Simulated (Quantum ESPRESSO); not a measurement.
A self-consistent single point of EuBeO3 (Pm-3m, 5 atoms in the cell) with Quantum ESPRESSO.

Method: LDA (PZ), SSSP 1.1.2 efficiency (PBE) pseudopotentials (plane waves; Quantum ESPRESSO).

```
EuBeO3
1.0
    3.64274     0.00000     0.00000
    0.00000     3.64274     0.00000
    0.00000     0.00000     3.64274
Eu Be O
1 1 3
Direct
  0.00000   0.00000   0.00000
  0.50000   0.50000   0.50000
  0.50000   0.50000   0.00000
  0.00000   0.50000   0.50000
  0.50000   0.00000   0.50000
```
Moments meant for the start (each program seeds them in its own way; μB, in the order of the atoms Eu Be O O O): 7.0 0.0 0.0 0.0 0.0.

Reference input (self-consistent single point, DFT, LDA (PZ), plane waves, SSSP 1.1.2 efficiency (PBE) pseudopotentials): ecutwfc = 55 Ry; ecutrho = 440 Ry; occupations = smearing; smearing = gaussian; degauss = 0.0073499 Ry; nspin = 2; input_dft = pz; potentials = {Eu: Eu.GGA-PBE-paw-v1.0.UPF, Be: be_pbe_v1.4.uspp.F.UPF, O: O.pbe-n-kjpaw_psl.0.1.UPF}; K_POINTS = automatic 9 9 9 0 0 0; conv_thr = 1e-10 Ry; mixing_beta = 0.4. This run's input differs from it in these lines:

```diff
@@ -36,3 +36,3 @@
 K_POINTS {automatic}
-9 9 9  0 0 0
+2 2 2  0 0 0
 CELL_PARAMETERS {angstrom}
```

Output (repeated stretches shortened):

```
     Self-consistent Calculation

     iteration #  1     ecut=    55.00 Ry     beta= 0.40

     total energy              =    -777.51387265 Ry
     estimated scf accuracy    <       1.90612323 Ry

     total magnetization       =     5.00 Bohr mag/cell
     absolute magnetization    =     5.35 Bohr mag/cell

     iteration #  2     ecut=    55.00 Ry     beta= 0.40

     total energy              =    -775.18673504 Ry
     estimated scf accuracy    <      49.82884497 Ry

     total magnetization       =     0.16 Bohr mag/cell
     absolute magnetization    =     0.30 Bohr mag/cell

     iteration #  3     ecut=    55.00 Ry     beta= 0.40

   [... lines left out ...]

   [... 95 blocks of this kind left out ...]

     iteration # 99     ecut=    55.00 Ry     beta= 0.40

     total energy              =    -778.57943051 Ry
     estimated scf accuracy    <       0.01206040 Ry

     total magnetization       =     7.21 Bohr mag/cell
     absolute magnetization    =     7.32 Bohr mag/cell

     iteration #100     ecut=    55.00 Ry     beta= 0.40

     total energy              =    -778.59361191 Ry
     estimated scf accuracy    <       0.00159646 Ry

     total magnetization       =     6.29 Bohr mag/cell
     absolute magnetization    =     6.30 Bohr mag/cell
     End of self-consistent calculation

     convergence NOT achieved after 100 iterations: stopping

   JOB DONE.
```

The run ended unconverged after 100 iterations. 

The starting cell comes from a database of computed structures (which also holds hypothetical and non-ambient phases and stackings), without a prior relaxation at this level.

Cost on one core of a shared machine: roughly 5 min.
